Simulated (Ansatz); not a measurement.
Band structure of YSb (Fm-3m, 2 atoms in the cell).

```xyz
2
Lattice="0.0000 3.1058 3.1058 3.1058 0.0000 3.1058 3.1058 3.1058 0.0000" Properties=species:S:1:pos:R:3 pbc="T T T"
Y      3.1058     3.1058     3.1058
Sb     0.0000     0.0000     0.0000
```

Method: LDA (PW92), PAW files made with PBE (plane waves; Ansatz, a first-principles code).

Settings: basis.ecutwfc = 420 eV; kpoints.mp_grid.grid = 12 12 12; hamiltonian.xc = lda; hamiltonian.pseudopotentials = {kind: paw} (an earlier, softer set of the program's PAW files); scf.occupations.method = fermi_dirac; scf.occupations.width = 0.1 eV; kpoints.band_path.npoints = 8.

The starting cell comes from a database of computed structures (which also holds hypothetical and non-ambient phases and stackings), without a prior relaxation at this level. Spin-orbit coupling is off.

Levels in eV from the Fermi level, bands 10 to 16:
```csv
point,10,11,12,13,14,15,16
Γ,-9.87,0.69,0.69,0.69,1.04,1.04,1.04
X,-8.76,-2.85,-0.74,-0.74,-0.44,2.46,2.75
W,-8.56,-2.38,-2.38,-2.24,2.26,2.26,2.67
K,-8.59,-2.65,-2.63,-1.33,0.99,3.01,3.40
L,-8.47,-4.16,-1.78,-1.78,2.78,2.78,3.01
U,-8.59,-2.65,-2.63,-1.33,0.99,3.01,3.40
```

Bands cross the Fermi level along this path, so the cell is metallic at this level.

Keys are those of Ansatz 0.2.
